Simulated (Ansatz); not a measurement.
N on the 1x1 (110) surface of bcc Ta, one in a 2x2 cell: adsorption energies (eV for each) against ½ N2(g) in Ansatz (plane waves, PAW). Structures relaxed with PBE; the other functionals are single points on them, with slab and gas at the same level. No dispersion, zero-point or thermal terms. Rows are starts at which the adsorbate stayed.

Model: 17-atom slab, 6.8 Å thick at the start under the adsorbate (thin: gaps and levels are the slab's own), 5x5x1 mesh, Fermi-Dirac 0.1 eV, dipole correction, 8 atoms held, the rest relaxed; each run with such symmetry as its start has; spin where the adsorbate may keep a moment, no spin-orbit, no U, no dispersion correction.

```json
[
 {"site": "top Ta", "PBE": "1.12", "RPBE": "1.20", "r2SCAN": "1.03"},
 {"site": "hollow Ta-Ta-Ta", "PBE": "-2.31", "RPBE": "-2.08", "r2SCAN": "-2.71"},
 {"site": "bridge Ta-Ta (span 2.9 Å)", "PBE": "-1.32", "RPBE": "-1.14", "r2SCAN": "-1.62"},
 {"site": "bridge Ta-Ta (span 3.3 Å)", "PBE": "-2.52", "RPBE": "-2.20", "r2SCAN": "-3.08"}
]
```

RPBE moves the energies by 0.20 eV on average against PBE and puts 'bridge Ta-Ta (span 3.3 Å)' lowest, as PBE does. r2SCAN moves the energies by -0.34 eV on average against PBE and puts 'bridge Ta-Ta (span 3.3 Å)' lowest, as PBE does.

Ansatz is a program for electronic structure.
